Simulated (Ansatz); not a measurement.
Base system: ZnSe in the zinc blende structure (space group F-43m, No. 216; a = 5.634 Å). Axes: x, y, z lie along the cube axes.

Level of theory: Kohn–Sham DFT with the PBEsol functional, run in Ansatz (an electronic-structure program) with PAW and 420 eV plane waves, spin-orbit coupling left out, earlier PAW set.

It is then changed as follows: uniaxial strain ε_zz = −4.02 %, all other strain components held at zero, atoms relaxed at fixed cell.

Problem. Predict the stress tensor and what it implies for the stiffness.

Solution. Stress of the strained cell less that of the base (GPa, compression positive):
```
   2.46    0.00    0.00
   0.00    2.46    0.00
   0.00    0.00    3.75
```

Then −Δσ_ii/ε with ε = -0.0402 gives secant stiffness values (nonlinear terms included at this strain): C33 ≈ 93 GPa, C13 ≈ 61 GPa and C23 ≈ 61 GPa.

As a check, the harmonic strain energy −½ V₀ Δσ:ε is 11 meV/atom; the computed energy rise is 10 meV/atom.

Stability against distortions was not tested.
